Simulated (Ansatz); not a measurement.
Si (Fd-3m), Ansatz (an electronic-structure program) with HSE06, rigid bands: band gap 1.13 eV, N_c = 2.84e19 cm⁻³ and N_v = 3.28e19 cm⁻³ at 300 K, conductivity masses of 0.274 mₑ (electrons) and 0.324 mₑ (holes). Take k_BT = 0.02585 eV.

Question: Find the intrinsic carrier density and the intrinsic Fermi level.

Answer: n_i = √(N_c N_v) exp(−E_g/2k_BT) = 3.05e19 × exp(−21.86) = 9.8e9 cm⁻³. The level lies (k_BT/2) ln(N_v/N_c) = 2 meV from mid-gap (positive towards the conduction band). Each 0.1 eV added to the gap lowers n_i by a factor of 6.9.

Question: What thermal injection velocity √(2k_BT/πm) limits a ballistic channel?

Answer: 1.03e7 cm/s for electrons and 9.45e6 cm/s for holes, a ratio of √(m_h/m_e) = 1.09, for dilute carriers.

Question: What built-in voltage has an abrupt junction with N_A = 1e17 and N_D = 1e18 cm⁻³, all dopants ionised?

Answer: V_bi = E_g/e − (k_BT/e) ln(N_c N_v/(N_A N_D)) = 1.13 − 0.02585 × 9.14 = 0.89 V. It follows the computed gap one for one.

Rigid, parabolic bands with the computed gap; masses take one relaxation time for all states. Spin-orbit coupling is left out; where it splits the top of the valence band, N_v and the p-type Seebeck coefficient come out somewhat high without it. Geometry: cell and atoms relaxed with PBEsol.
